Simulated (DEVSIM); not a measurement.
Device: Cr/SiO2/p-Ge capacitor, at 300 K.

| layer (left to right) | material | thickness (nm) | Na (cm⁻³) |
|---|---|---|---|
| 1 | SiO2 | 20.0 | - |
| 2 | Ge | 4700 | 1.6e16 |

Metal gate on the left, work function 4.5 eV. Fixed charge at the semiconductor interface 1.7e10 cm⁻² (in units of +e); interface traps 1.6e11 cm⁻² eV⁻¹, uniform in energy, neutral level at 0.3 of the gap above the valence band.

This is a model device: material constants are rounded textbook-type values typed into the input, and sizes, dopings and lifetimes were drawn at random. Values at 300 K.

```tsv
parameter	SiO2	Ge
gap (eV)	9	0.664
affinity (eV)	0.9	4
permittivity	3.9	16
Nc (cm⁻³)	-	1.04e19
Nv (cm⁻³)	-	6e18
```

Simulated with DEVSIM: 1D Poisson equation in equilibrium, Boltzmann statistics, complete ionisation; no quantum confinement or tunnelling. Metal contacts follow the ideal Schottky-Mott rule: no Fermi-level pinning, no interface dipoles.

The SiO2 thickness was swept, all else fixed.

```json
[
 {"SiO2 thickness (μm)": "0.008", "capacitance of the dielectric stack (μF/cm²)": "0.432", "threshold voltage (band bending 2φF) (V)": "0.46", "flat-band voltage (V)": "-0.02", "minimum of the low-frequency capacitance (μF/cm²)": "0.0946"},
 {"SiO2 thickness (μm)": "0.011", "capacitance of the dielectric stack (μF/cm²)": "0.314", "threshold voltage (band bending 2φF) (V)": "0.51", "flat-band voltage (V)": "-0.02", "minimum of the low-frequency capacitance (μF/cm²)": "0.0851"},
 {"SiO2 thickness (μm)": "0.014", "capacitance of the dielectric stack (μF/cm²)": "0.247", "threshold voltage (band bending 2φF) (V)": "0.55", "flat-band voltage (V)": "-0.03", "minimum of the low-frequency capacitance (μF/cm²)": "0.0803"},
 {"SiO2 thickness (μm)": "0.017", "capacitance of the dielectric stack (μF/cm²)": "0.203", "threshold voltage (band bending 2φF) (V)": "0.60", "flat-band voltage (V)": "-0.03", "minimum of the low-frequency capacitance (μF/cm²)": "0.0743"},
 {"SiO2 thickness (μm)": "0.02", "capacitance of the dielectric stack (μF/cm²)": "0.173", "threshold voltage (band bending 2φF) (V)": "0.65", "flat-band voltage (V)": "-0.03", "minimum of the low-frequency capacitance (μF/cm²)": "0.0698"},
 {"SiO2 thickness (μm)": "0.024", "capacitance of the dielectric stack (μF/cm²)": "0.144", "threshold voltage (band bending 2φF) (V)": "0.71", "flat-band voltage (V)": "-0.04", "minimum of the low-frequency capacitance (μF/cm²)": "0.0647"}
]
```

From the first row to the last the capacitance of the dielectric stack goes from 0.432 to 0.144. From the first row to the last the threshold voltage (band bending 2φF) goes from 0.46 to 0.71.
